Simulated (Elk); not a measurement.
# Input and output of a self-consistent single point for TiAl (P4/mmm, 2 atoms in the cell) (Elk)

Method: Elk with PBE, all-electron FP-LAPW, Elk's shipped species files, APW+lo basis with extra local orbitals.

Input as run:

```
tasks
  0

xctype
  20

tforce
  .true.

rgkmax
  7.5

gmaxvr
  18.0

lmaxapw
  10

lmaxo
  8

nxlo
  2

lorbcnd
  .true.

lradstp
  2

nrmtscf
  2.0

lmaxi
  4

stype
  3

swidth
  0.00367493

scale
  5.246216093

avec
    1.0000000000    0.0000000000    0.0000000000
    0.0000000000    1.0000000000    0.0000000000
    0.0000000000    0.0000000000    1.4467382855

atoms
  2   : nspecies
  'Ti.in'   : spfname
  1   : natoms; atposl, bfcmt below
  0.5000000000  0.5000000000  0.5000000000    0.0 0.0 0.0
  'Al.in'   : spfname
  1   : natoms; atposl, bfcmt below
  0.0000000000  0.0000000000  0.0000000000    0.0 0.0 0.0

ngridk
  12 12 8
```

Output (repeated stretches shortened):

```
│ Elk code version 10.2.4 │

All units are atomic (Hartree, Bohr, etc.)

│ Ground-state run starting from atomic densities │

Lattice vectors :
   5.246216093       0.000000000       0.000000000
   0.000000000       5.246216093       0.000000000
   0.000000000       0.000000000       7.589901676

Unit cell volume      :    208.8952190
Brillouin zone volume :    1.187438442

Muffin-tin inner radius fraction :   0.1000000000E-01

Nuclei treated as point charges

Species :    1 (Ti)
 parameters loaded from : Ti.in
 name : titanium
 nuclear charge    :   -22.00000000
 electronic charge :    22.00000000
 atomic mass :    87256.20310
 muffin-tin radius :    2.400000000
 number of radial points in muffin-tin :    999
 atomic positions (lattice), magnetic fields (Cartesian) :
   1 :   0.00000000  0.00000000  0.00000000    0.00000000  0.00000000  0.00000000

Species :    2 (Al)
 parameters loaded from : Al.in
 name : aluminium
 nuclear charge    :   -13.00000000
 electronic charge :    13.00000000
 atomic mass :    49184.33492
 muffin-tin radius :    2.200000000
 number of radial points in muffin-tin :    799
 atomic positions (lattice), magnetic fields (Cartesian) :
   1 :   0.50000000  0.50000000  0.50000000    0.00000000  0.00000000  0.00000000

Total number of atoms per unit cell :    2

Spin treatment :
 spin-unpolarised

Number of Bravais lattice symmetries :   16
Number of crystal symmetries         :   16
Crystal has inversion symmetry
Real symmetric eigensolver will be used

k-point grid :     12    12     8
k-point offset :    0.000000000       0.000000000       0.000000000
k-point set is reduced with full crystal symmetry group
Total number of k-points :      140

Muffin-tin radius times maximum |G+k| :    7.500000000
 using average radius
Maximum |G+k| for APW functions       :    3.260869565
Maximum (1/2)|G+k|²                   :    5.316635161
Maximum |G| for potential and density :    18.00000000
 potential will be trimmed for |G| > 2 gkmax
Constant for pseudocharge density :   11
Radial integration step length :    2

G-vector grid sizes :     32    32    45
Number of G-vectors :    20599

Maximum angular momentum used for
 APW functions                      :   10
 outer part of muffin-tin           :    8
 inner part of muffin-tin           :    4

Total nuclear charge    :   -35.00000000
Total core charge       :    14.00000000
Total valence charge    :    21.00000000
Total excess charge     :    0.000000000
Total electronic charge :    35.00000000

Effective Wigner radius, rₛ :    1.125271403

Number of empty states         :    8
Total number of valence states :   19
Total number of core states    :   14

Conduction state local-orbitals added automatically
Total number of local-orbitals :  210

Exchange-correlation functional :     20     0     0
 Perdew-Burke-Ernzerhof, Phys. Rev. Lett. 77, 3865 (1996)
 gradient requirement :    1
 generalised gradient approximation (GGA)

Smearing type :    3
 Fermi-Dirac
Smearing width :   0.3674930000E-02
Effective electronic temperature (K) :    1160.451112

Mixing type :    3
 Broyden mixing, J. Phys. A: Math. Gen. 17, L317 (1984)

Kohn-Sham potential initialised from atomic data

│ Self-consistent loop started │
│ Loop number : 1 │
 total energy                :     -1097.28384669
│ Loop number : 2 │
 total energy                :     -1097.31961299
RMS change in Kohn-Sham potential (target) :   0.4096768634     (  0.1000000000E-05)
Absolute change in total energy (target)   :   0.3576630104E-01 (  0.1000000000E-03)
│ Loop number : 3 │
 total energy                :     -1096.97605595
RMS change in Kohn-Sham potential (target) :   0.3552080760     (  0.1000000000E-05)
Absolute change in total energy (target)   :   0.3346154717     (  0.1000000000E-03)
│ Loop number : 4 │
 total energy                :     -1097.24400052
RMS change in Kohn-Sham potential (target) :   0.1373928215     (  0.1000000000E-05)
Absolute change in total energy (target)   :   0.1842907032     (  0.1000000000E-03)
│ Loop number : 5 │
 total energy                :     -1096.79970931
RMS change in Kohn-Sham potential (target) :   0.4601821207E-01 (  0.1000000000E-05)
Absolute change in total energy (target)   :   0.3982185281     (  0.1000000000E-03)
│ Loop number : 6 │
 total energy                :     -1096.73074213
RMS change in Kohn-Sham potential (target) :   0.1118084907E-01 (  0.1000000000E-05)
Absolute change in total energy (target)   :   0.1685218204     (  0.1000000000E-03)
│ Loop number : 7 │
 total energy                :     -1096.68698684
RMS change in Kohn-Sham potential (target) :   0.1058048492E-02 (  0.1000000000E-05)
Absolute change in total energy (target)   :   0.8588574087E-01 (  0.1000000000E-03)
│ Loop number : 8 │
 total energy                :     -1096.68914325
RMS change in Kohn-Sham potential (target) :   0.4524311957E-03 (  0.1000000000E-05)
Absolute change in total energy (target)   :   0.1931502893E-01 (  0.1000000000E-03)
│ Loop number : 9 │
 total energy                :     -1096.69188925
RMS change in Kohn-Sham potential (target) :   0.1841610519E-04 (  0.1000000000E-05)
Absolute change in total energy (target)   :   0.2082756004E-02 (  0.1000000000E-03)
│ Loop number : 10 │
 total energy                :     -1096.69296702
RMS change in Kohn-Sham potential (target) :   0.2077196310E-04 (  0.1000000000E-05)
Absolute change in total energy (target)   :   0.5570804897E-03 (  0.1000000000E-03)
│ Loop number : 11 │
 total energy                :     -1096.69267560
RMS change in Kohn-Sham potential (target) :   0.9681655983E-05 (  0.1000000000E-05)
Absolute change in total energy (target)   :   0.1521437525E-03 (  0.1000000000E-03)
│ Loop number : 12 │
 total energy                :     -1096.69263423
RMS change in Kohn-Sham potential (target) :   0.4929839288E-05 (  0.1000000000E-05)
Absolute change in total energy (target)   :   0.7941152467E-04 (  0.1000000000E-03)
│ Loop number : 13 │
 total energy                :     -1096.69249479
RMS change in Kohn-Sham potential (target) :   0.3060555373E-06 (  0.1000000000E-05)
Absolute change in total energy (target)   :   0.1592865945E-03 (  0.1000000000E-03)
│ Loop number : 14 │
 total energy                :     -1096.69249183
RMS change in Kohn-Sham potential (target) :   0.1671830511E-06 (  0.1000000000E-05)
Absolute change in total energy (target)   :   0.4278973688E-04 (  0.1000000000E-03)
Convergence targets achieved

│ Loop number : 15 │

Energies :
 Fermi                       :     0.315382517616
 sum of eigenvalues          :     -626.226212561
 electron kinetic            :      1105.36514639
 core electron kinetic       :      974.134861025
 Coulomb                     :     -2141.13890467
 Coulomb potential           :     -1652.77316873
 nuclear-nuclear             :     -158.214169908
 electron-nuclear            :     -2313.07630080
 Hartree                     :      330.151566036
 Madelung                    :     -1314.75232031
 xc potential                :     -78.8181902230
 exchange                    :     -59.4419425965
 correlation                 :     -1.47471929598
 electron entropic           :    -0.207147067396E-02
 total energy                :     -1096.69249164

Density of states at Fermi energy :    46.03946485
 (states/Hartree/unit cell)

Estimated indirect band gap :   0.5911117159E-03
 from k-point     59 to k-point     48
Estimated direct band gap   :   0.1290198329E-01
 at k-point     24

Charges :
 core                        :    14.00000000
 valence                     :    21.00000000
 interstitial                :    3.209949402
 muffin-tins (core leakage)
  species :    1 (Ti)
   atom    1                 :    20.44716887     (  0.5469757980E-09)
  species :    2 (Al)
   atom    1                 :    11.34288172     (  0.4815091328E-03)
 total in muffin-tins        :    31.79005060
 total calculated charge     :    34.99948245
 total charge                :    35.00000000
 error                       :   0.5175496129E-03

│ Self-consistent loop stopped │

Forces :
 species :    1 (Ti)
  atom :    1
   Hellmann-Feynman          :     0.00000000   -0.00000000    0.00000000
   IBS                       :     0.00000000    0.00000000    0.00000000
   total force               :     0.00000000    0.00000000    0.00000000
   total magnitude           :     0.00000000
 species :    2 (Al)
  atom :    1
   Hellmann-Feynman          :    -0.00000000    0.00000000    0.00000000
   IBS                       :     0.00000000   -0.00000000    0.00000000
   total force               :     0.00000000    0.00000000    0.00000000
   total magnitude           :     0.00000000
```

The run converged in 15 iterations. The count includes the last loop, which Elk runs after its targets are met.

The starting cell comes from a database of computed structures (which also holds hypothetical and non-ambient phases and stackings), without a prior relaxation at this level. Its lattice was rescaled by a random factor within 2.5 % of one. Spin polarisation is off. Values depend on the basis (sphere radii, cutoffs, local orbitals), which need not be converged. The log's line on a gap gives a spacing of levels on this mesh, which the program prints for metals too.
